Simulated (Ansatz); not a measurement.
# Ta₂N (P-3m1, No. 164, 3 atoms in the cell; start mp-10196): properties by level of theory

```tsv
level (code)	lattice constant a (Å)	lattice parameter c (Å)
PBE (Ansatz)	…	4.881
PBEsol (Ansatz)	…	4.825
PBE-D3(BJ) (Ansatz)	3.075	4.852
```

Task: Some entries are withheld; supply them.

Result: 
- PBE (Ansatz, a quantum-chemistry and plane-wave program), lattice constant a (Å): 3.102
- PBEsol (Ansatz), lattice constant a (Å): 3.078

Caveats: the relaxation could not lower the start's symmetry, so the cell can be a saddle point above a distorted one (PBE, PBEsol, PBE-D3(BJ)). Ansatz's density-functional and Hartree–Fock values are scalar-relativistic unless marked +SOC, with PAW data made under PBE.

Static lattice: no zero-point or thermal effects.

A start named mp-… is a Materials Project structure, which need not be a measured phase.
